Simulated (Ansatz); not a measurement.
# AlP (model structure, started from the BN type, Pm-3n, No. 223, 12 atoms in the cell): band gap by level of theory

No measured value is used here.

Unless a cell is named, each level is at its own relaxed cell (LDA 24.84, PBEsol 25.35 Å³/atom).

Task: Put these levels in order of the band gap that they give for AlP (model structure, started from the BN type, Pm-3n, No. 223, 12 atoms in the cell), smallest first: HSE06 (Ansatz, a first-principles code), LDA (Ansatz), PBEsol (Ansatz).

Result: LDA (1.29 eV), PBEsol (1.39 eV), HSE06 (2.20 eV)

Computed values are for a static lattice.  Values are at the level's own equilibrium cell; HSE06 at the PBEsol cell. Cutoffs and k meshes differ between the levels. Ansatz's density-functional and Hartree–Fock values are scalar-relativistic unless marked +SOC, with PAW data made under PBE.

A model structure was made by putting elements into a prototype or built by hand; it is no filed structure, need not be a known phase, and can be a saddle point held by its symmetry.
